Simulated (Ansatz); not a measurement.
**Fermi-surface data of NiAl (Cmmm)**

Data:

```
AlNi
1.0
    2.87223     0.01113     0.00000
    0.01113     2.87223     0.00000
    0.00000     0.00000     2.85092
Al Ni
1 1
Cartesian
  1.44168   1.44168   1.42546
  0.00000   0.00000   0.00000
```

Computed with PBEsol, rigid bands (plane waves, PAW, scalar-relativistic; Ansatz, an electronic-structure program). Condition of this run: uniaxial stress along [110] of -2 GPa (compression positive) (the target of the relaxation). Cell: cell and atoms relaxed with PBEsol, then loaded as said.

density of states at the Fermi level: 0.812 states/(eV·cell), both spins
bare Sommerfeld coefficient: 0.96 mJ/(mol of atoms·K²)
Drude plasma energy: 7.2 eV
root-mean-square Fermi velocity: 7.6e5 m/s
resistivity times τ: 9.3 (x), 9.3 (y), 9.6 (z) ×10⁻²² Ω·m·s

A metal at this level (no band gap); rigid bands, thermally averaged at 300 K, both spins. Spin-orbit coupling is left out. τ is one relaxation time for all states.

Treated as nonmagnetic (a ferromagnetic start lost its moment, other orders weren't tried): NiAl (Cmmm).
